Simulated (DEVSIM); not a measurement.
Device: illuminated Si n-on-p cell, one wavelength, with a back-surface field, at 250 K.

Layer 1 from the left is Si, thickness (μm) 0.740, Nd (cm⁻³) 2.3e18, τn (s) 3.6e-5, τp (s) 6.5e-5, absorption coefficient (cm⁻¹) 580. Layer 2 from the left is Si, thickness (μm) 150, Na (cm⁻³) 2e16, τn (s) 0.00066, τp (s) 0.00066, absorption coefficient (cm⁻¹) 580. Layer 3 from the left is Si, thickness (μm) 0.610, Na (cm⁻³) 8.3e18, τn (s) 0.00066, τp (s) 0.00066, absorption coefficient (cm⁻¹) 580.

Left contact: ohmic, minority hole recombination velocity 600 cm/s. Right contact: ohmic, minority electron recombination velocity 5e6 cm/s. Voltage is applied to the left contact. Recombination: SRH at mid-gap, radiative, Auger. Light enters at the left, 5.7e19 photons cm⁻² s⁻¹, one pass, no reflection. Mobility is constant in doping.

This is a model device: material constants are rounded textbook-type values typed into the input, and sizes, dopings and lifetimes were drawn at random. Values at 300 K; Nc and Nv go as T^1.5, mobilities as T to minus their exponent, the gap by Varshni's rule with the affinity fixed.

Si: gap (eV) 1.124, affinity (eV) 4.05, permittivity 11.7, Nc (cm⁻³) 2.86e19, Nv (cm⁻³) 3.1e19, μn (cm²/Vs) 1417, μp (cm²/Vs) 470, T exponent of μn 2.3, T exponent of μp 2.2, B (cm³/s) 4.7e-15, Cn (cm⁶/s) 2.8e-31, Cp (cm⁶/s) 9.9e-32, Varshni α (eV/K) 0.000473, Varshni β (K) 636.

DEVSIM, 1D drift-diffusion, Boltzmann statistics, complete ionisation; no tunnelling, impact ionisation, image-force lowering or self-heating.

Q: What does the simulation give for the dark forward voltage at 100 A/cm², the potential step across the device at zero bias?

A: dark forward voltage at 100 A/cm² 0.933 V; potential step across the device at zero bias 1.065 V.
